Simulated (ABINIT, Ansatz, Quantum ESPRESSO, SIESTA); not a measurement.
## TcRu (P-6m2, 2 atoms in the cell) computed with different codes at matched settings

Self-consistent single point.

```
TcRu
1.0
    2.77663     0.00000     0.00000
   -1.38832     2.40463     0.00000
    0.00000     0.00000     4.39483
Tc Ru
1 1
Cartesian
  0.00000   0.00000   0.00000
  0.00000   1.60309   2.19742
```

Shared settings, as Ansatz (a quantum-chemistry and plane-wave program) writes them: kpoints.mp_grid.grid = 11 11 6; scf.occupations.method = gaussian; scf.occupations.width = 0.136 eV. Potentials and cutoffs stand in the table.

```json
[
 {"code": "Ansatz", "model": "LDA (PW92), PAW files", "pressure (GPa)": "-26.34", "cutoff": "500 eV"},
 {"code": "SIESTA", "model": "LDA PW92, numerical atomic orbitals DZP, PseudoDojo LDA standard norm-conserving potentials (rewritten from UPF to PSML)", "pressure (GPa)": "-23.45", "cutoff": "grid 300 Ry"},
 {"code": "ABINIT", "model": "LDA (PW92), norm-conserving pseudopotentials (PseudoDojo nc-sr-04 LDA standard)", "pressure (GPa)": "-25.97", "cutoff": "44 Ha"},
 {"code": "Quantum ESPRESSO", "model": "LDA (PW92), PseudoDojo standard norm-conserving (LDA) pseudopotentials", "pressure (GPa)": "-25.97", "cutoff": "90 Ry"}
]
```

On Ansatz's run: spin polarisation is off.

The spread over the programs that give each value: pressure within 2.89 GPa.

SIESTA uses small atom-centred bases, whose incompleteness enters pressures, forces and empty levels differently from a plane-wave cutoff. Ansatz's pressure is given at a fixed set of plane waves, as the other plane-wave codes print theirs; with its correction for the finite basis it is -26.29 GPa. In the pressure, SIESTA (by 2.52) lies more than 1 GPa from the median of the plane-wave programs.

The starting cell comes from a database of computed structures (which also holds hypothetical and non-ambient phases and stackings), without a prior relaxation at this level. Its lattice was rescaled by a random factor within 2.5 % of one.

Left out of this page: Elk and FLEUR (not drawn, or without a comparable value).

Keys are those of Ansatz 0.2.
